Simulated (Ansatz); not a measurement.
An Ansatz (a quantum-chemistry and plane-wave program) input (PBEsol (Ansatz, PAW, spin-orbit coupling left out), earlier PAW set):

Ansatz 0.2 input:
```yaml
crystal:
  lattice:
    - [0, 3.050765992, 3.050765992]
    - [3.050765992, 0, 3.050765992]
    - [3.050765992, 3.050765992, 0]
  atoms:
    - { symbol: Se, position: [0, 0, 0] }
    - { symbol: Pb, position: [0.5, 0.5, 0.5] }
basis: { ecutwfc: 420, ecutrho_ratio: 4, xc_grid: 2, fft_grid_basis: typed }
kpoints: { mp_grid: { grid: [9, 9, 9] } }
hamiltonian:
  xc: pbesol
  dispersion: none
  pseudopotentials: { azcp: { folder: ./paw }, kind: paw }
scf: { occupations: { method: fermi_dirac, width: 0.05 }, convergence: { dr2_threshold: 0.0000000002 } }
output: { forces: true, stress: true }
```

**Question.** Which symmetry and how many k-points will the program report, and about how many plane waves at Γ?

**Answer.** Space group Fm-3m (ITA 225) with 48 operations, k-points 35 of 729, and 1067 plane waves at Γ.

No phonon test of stability was made. The cell is PbSe in the rock salt structure (space group Fm-3m, No. 225).
